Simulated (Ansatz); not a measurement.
Consider VBiO4 (space group I4_1/a, No. 88).

```
CELL_PARAMETERS angstrom
     -2.55361     2.55361     5.78788
      2.55361    -2.55361     5.78788
      2.55361     2.55361    -5.78788
ATOMIC_POSITIONS crystal
  Bi 0.75000 0.25000 0.50000
  Bi 0.00000 0.00000 0.00000
  V  0.25000 0.75000 0.50000
  V  0.50000 0.50000 0.00000
  O  0.07966 0.96885 0.39015
  O  0.57869 0.68951 0.60985
  O  0.71885 0.82869 0.38919
  O  0.43951 0.32966 0.61081
  O  0.67034 0.28115 0.10985
  O  0.17131 0.56049 0.89015
  O  0.03115 0.42131 0.11081
  O  0.31049 0.92034 0.88919
```

Cartesian axes are those of the cell as printed.

All numbers come from DFT with PBEsol, PAW potentials and a 420 eV plane-wave cutoff in Ansatz (a quantum-chemistry and plane-wave program), no SOC.

Before the change:

The volume per atom is 12.58 Å³.

The change: uniaxial stress, 3 GPa compression along x; all other stress components relax to zero.

How does this affect the energy relative to the base, volume per atom and secant Young's modulus along x?

The energy goes up by 3.2 meV/atom; the volume per atom falls by 0.07 Å³ to 12.51 Å³; the secant Young's modulus along x is 110 GPa.

Load acts through the strain it causes; cell and atoms are relaxed under it. Beyond what the load breaks, stability against distortions was not tested. Seeded moments were not kept for the base. All final runs are without spin polarisation.
